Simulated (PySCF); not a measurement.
PySCF 2.14.0, R2SCAN/def2-svp, df: Zr(Cl)(OH)2(NMe2) (C[N](C)[Zr]([OH])([OH])[Cl]), 15 atoms. The geometry is a generated start, not checked to be a minimum at this level.

```
Quantity                                             Value
-------------------------  -------------------------------
task                                                energy
method                                              r2scan
basis                                             def2-svp
two-electron scheme                        density fitting
mol.max_memory                                     3000 MB
mf.max_cycle                                           100
mf.diis_space                                  8 (default)
mf.conv_tol                                1e-09 (default)
mf.grids.level                                 3 (default)
effective core potentials  those of the basis set, past Kr
basis functions                                        159
grid points                                         190040
```

```xyz
15

Zr     0.4765     1.2598    -0.0319
Cl     2.0423     1.9428    -1.5714
O      1.0979     0.7954     1.6831
H      0.6019     0.9581     2.4966
O     -0.8904     2.5452     0.1031
H     -0.7727     3.4745    -0.1290
N     -0.2972    -0.4547    -0.7435
C     -1.3559    -0.9077     0.1582
C      0.7903    -1.4371    -0.7719
H     -1.8169    -1.8319    -0.2258
H     -0.9646    -1.1199     1.1783
H     -2.1297    -0.1290     0.2158
H      1.2178    -1.6120     0.2421
H      0.4201    -2.4011    -1.1535
H      1.5808    -1.0825    -1.4502
```

Charge 0 and multiplicity 1 are set for this test and not shown to be the ground state.

With the defaults (mf.DIIS = CDIIS, mf.diis = true, mf.init_guess = minao, mf.level_shift = 0, newton = off, mf.damp = 0, mf.diis_start_cycle = 1) it converges in 15 Fock builds. One run each on 2 threads, 1 BLAS thread, with these changes:
- mf.DIIS = EDIIS
- mf.init_guess = atom
- newton = Hessian by the SCF's own integrals
- mf.init_guess = 1e
- mf.level_shift = 1 Hartree
- mf.level_shift = 0.1 Hartree
- mf.DIIS = ADIIS
- mf.damp = 0.7, mf.diis_start_cycle = 8
- mf.diis = false

Problem. Name the settings that don't reach the solution of the defaults.

Solution. No convergence: mf.DIIS = EDIIS; mf.diis = false (the run ends without SCF convergence in 100 cycles). The rest reach the solution of the defaults.

| setting | Fock builds | end |
|---|---|---|
| the defaults | 15 | same solution |
| mf.level_shift = 0.1 Hartree | 15 | same solution |
| mf.init_guess = atom | 15 | same solution |
| mf.damp = 0.7, mf.diis_start_cycle = 8 | 16 | same solution |
| mf.init_guess = 1e | 22 | same solution |
| mf.DIIS = ADIIS | 32 | same solution |
| mf.level_shift = 1 Hartree | 40 | same solution |
| newton = Hessian by the SCF's own integrals | 48 | same solution |
| mf.DIIS = EDIIS | 101 | no convergence |
| mf.diis = false | 101 | no convergence |

Under newton the count holds the products with the orbital Hessian.
